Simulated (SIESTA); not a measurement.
## Convergence study of shifted k-point meshes for Mg (P-3m1, 2 atoms in the cell)

```xyz
2
Lattice="1.6002 -2.7716 0.0000 1.6002 2.7716 0.0000 0.0000 0.0000 5.1944" Properties=species:S:1:pos:R:3 pbc="T T T"
Mg     1.6002     0.9239     1.3486
Mg     1.6002    -0.9239     3.8958
```

Method of the run: SIESTA 5.4.2 with LDA PW92, numerical atomic orbitals DZP, PseudoDojo LDA standard norm-conserving potentials (rewritten from UPF to PSML).

Base settings: XC.functional = LDA; XC.authors = PW92; potentials = PseudoDojo LDA standard; PAO.BasisSize = DZP; PAO.EnergyShift = 0.005 Ry; MeshCutoff = 350 Ry; kgrid.MonkhorstPack = 12 12 7; OccupationFunction = FD; ElectronicTemperature = 0.1 eV; MaxSCFIterations = 150.

Only quantities that move along the ladder and can be compared are tabulated.

Core times come from one kind of shared machine, to one figure; runs under 30 s give none.

The starting cell has typed, rounded lattice constants, without a prior relaxation at this level. Its lattice was rescaled by up to half a per cent. One atom was moved a little off its site on purpose. Values carry the incompleteness of an atom-centred basis.

| kgrid.MonkhorstPack | free energy less the last step's (meV/atom) | pressure (GPa) | largest difference of a force vector from the last step's (eV/Å) | core time / last (rough) |
|---|---|---|---|---|
| 2 2 1 shifted by 0.5 0.5 0.5 | -876.14 | -3.33 | 0.177 | – |
| 2 2 2 shifted by 0.5 0.5 0.5 | -199.74 | -0.41 | 0.166 | – |
| 3 3 2 shifted by 0.5 0.5 0.5 | -12.79 | -0.17 | 0.037 | – |
| 4 4 2 shifted by 0.5 0.5 0.5 | -49.72 | 0.13 | 0.032 | – |
| 4 4 3 shifted by 0.5 0.5 0.5 | -4.15 | 0.47 | 0.042 | – |
| 5 5 3 shifted by 0.5 0.5 0.5 | -2.97 | 0.74 | 0.002 | – |
| 6 6 3 shifted by 0.5 0.5 0.5 | -21.83 | 0.61 | 0.008 | – |
| 6 6 4 shifted by 0.5 0.5 0.5 | -4.24 | 0.72 | 0.010 | – |
| 7 7 4 shifted by 0.5 0.5 0.5 | -2.06 | 0.72 | 0.004 | – |
| 8 8 4 shifted by 0.5 0.5 0.5 | 8.91 | 0.83 | 0.003 | – |
| 8 8 5 shifted by 0.5 0.5 0.5 | 9.87 | 0.90 | 0.003 | – |
| 9 9 5 shifted by 0.5 0.5 0.5 | 2.10 | 0.79 | 0.006 | – |
| 10 10 6 shifted by 0.5 0.5 0.5 | 0.25 | 0.81 | 0.002 | – |
| 11 11 6 shifted by 0.5 0.5 0.5 | 4.19 | 0.83 | 0.001 | – |
| 12 12 7 shifted by 0.5 0.5 0.5 | -0.16 | 0.81 | 0.001 | – |
| 14 14 8 shifted by 0.5 0.5 0.5 | 0.53 | 0.81 | 0.000 | – |
| 15 15 8 shifted by 0.5 0.5 0.5 | -0.16 | 0.82 | 0.001 | – |
| 17 17 9 shifted by 0.5 0.5 0.5 | -0.28 | 0.81 | 0.000 | – |
| 19 19 10 shifted by 0.5 0.5 0.5 | -0.59 | 0.80 | 0.000 | – |
| 21 21 11 shifted by 0.5 0.5 0.5 | 0.09 | 0.81 | 0.000 | – |
| 23 23 13 shifted by 0.5 0.5 0.5 | 0.07 | 0.80 | 0.000 | 0.3 |
| 26 26 14 shifted by 0.5 0.5 0.5 | 0.01 | 0.80 | 0.000 | 0.2 |
| 28 28 15 shifted by 0.5 0.5 0.5 | 0.01 | 0.81 | 0.000 | 0.4 |
| 31 31 17 shifted by 0.5 0.5 0.5 | -0.02 | 0.81 | 0.000 | 0.4 |
| 35 35 19 shifted by 0.5 0.5 0.5 | 0.00 | 0.81 | 0.000 | 0.7 |
| 39 39 21 shifted by 0.5 0.5 0.5 | 0.00 | 0.81 | 0.000 | 1 |

Coarsest kgrid.MonkhorstPack that holds the forces within 0.02 eV/Å of the last step, with all finer ones: 5 5 3 shifted by 0.5 0.5 0.5; the step before is off by 0.042 eV/Å.

Coarsest kgrid.MonkhorstPack that holds the free energy within 5 meV/atom of the last step, with all finer ones: 9 9 5 shifted by 0.5 0.5 0.5; the step before is off by 9.9 meV/atom.

Coarsest kgrid.MonkhorstPack that holds the pressure within 0.5 GPa of the last step, with all finer ones: 4 4 3 shifted by 0.5 0.5 0.5; the step before is off by 0.67 GPa.

Two neighbours can agree and both be off: 8 8 4 shifted by 0.5 0.5 0.5 and 8 8 5 shifted by 0.5 0.5 0.5 differ by 0.96 meV/atom in the free energy, yet lie about 9.9 meV/atom from the last step.
